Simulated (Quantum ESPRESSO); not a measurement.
Worked example: self-consistent single point of AlRu (Pm-3m, 2 atoms in the cell) in Quantum ESPRESSO.

Computed with PBE, spin-orbit coupling, PseudoDojo fully relativistic norm-conserving (PBE) pseudopotentials (plane waves; Quantum ESPRESSO).

```
CELL_PARAMETERS angstrom
      2.98250     0.00000     0.00000
      0.00000     2.98250     0.00000
      0.00000     0.00000     2.98250
ATOMIC_POSITIONS crystal
  Al 0.00000 0.00000 0.00000
  Ru 0.50000 0.50000 0.50000
```

Reference input (self-consistent single point, DFT, PBE, plane waves, SSSP 1.1.2 efficiency (PBE) pseudopotentials): ecutwfc = 60 Ry; ecutrho = 480 Ry; occupations = smearing; smearing = methfessel-paxton; degauss = 0.019992 Ry; potentials = {Al: Al.pbe-n-kjpaw_psl.1.0.0.UPF, Ru: Ru_ONCV_PBE-1.0.oncvpsp.upf}; K_POINTS = automatic 9 9 9 0 0 0; conv_thr = 1e-10 Ry; mixing_beta = 0.7. This run's input differs from it in these lines:

```diff
@@ -12,4 +12,3 @@
     ntyp = 2
-    ecutwfc = 60
-    ecutrho = 480
+    ecutwfc = 85
     occupations = 'smearing'
@@ -17,2 +16,4 @@
     degauss = 0.019992
+    noncolin = .true.
+    lspinorb = .true.
 /
@@ -23,4 +24,4 @@
 ATOMIC_SPECIES
-Al    26.9815  Al.pbe-n-kjpaw_psl.1.0.0.UPF
-Ru   101.0700  Ru_ONCV_PBE-1.0.oncvpsp.upf
+Al    26.9815  Al.upf
+Ru   101.0700  Ru.upf
 ATOMIC_POSITIONS {crystal}
```

Log, with long lists cut:

```
     Self-consistent Calculation

     iteration #  1     ecut=    85.00 Ry     beta= 0.70

     Threshold (ethr) on eigenvalues was too large:
     Diagonalizing with lowered threshold

     total energy              =    -206.78774294 Ry
     estimated scf accuracy    <       0.19411767 Ry

     iteration #  2     ecut=    85.00 Ry     beta= 0.70

     total energy              =    -206.78356115 Ry
     estimated scf accuracy    <       0.54577434 Ry

     iteration #  3     ecut=    85.00 Ry     beta= 0.70

     total energy              =    -206.88338882 Ry
     estimated scf accuracy    <       0.00272868 Ry

   [... 4 blocks of this kind left out ...]

     iteration #  8     ecut=    85.00 Ry     beta= 0.70

     total energy              =    -206.88386400 Ry
     estimated scf accuracy    <          1.8E-10 Ry

     iteration #  9     ecut=    85.00 Ry     beta= 0.70
     End of self-consistent calculation

     the Fermi energy is    16.3084 ev

!    total energy              =    -206.88386400 Ry
     estimated scf accuracy    <          2.0E-11 Ry
     smearing contrib. (-TS)   =      -0.00012228 Ry
     internal energy E=F+TS    =    -206.88374172 Ry

     convergence has been achieved in   9 iterations

     Forces acting on atoms (cartesian axes, Ry/au):

     atom    1 type  1   force =     0.00000000    0.00000000    0.00000000
     atom    2 type  2   force =     0.00000000    0.00000000    0.00000000

     Total force =     0.000000     Total SCF correction =     0.000000

          total   stress  (Ry/bohr**3)                   (kbar)     P=       46.08
   0.00031327   0.00000000   0.00000000           46.08        0.00        0.00
   0.00000000   0.00031327   0.00000000            0.00       46.08        0.00
   0.00000000   0.00000000   0.00031327            0.00        0.00       46.08

   JOB DONE.
```

The run converged in 9 iterations. Against the reference run the pressure goes from 4.18 to 4.61 GPa.

The starting cell comes from a database of computed structures (which also holds hypothetical and non-ambient phases and stackings), without a prior relaxation at this level. With a pressure of about 5 GPa the cell is away from its equilibrium volume at this level.

Cost on one core of a shared machine: roughly 80 s.
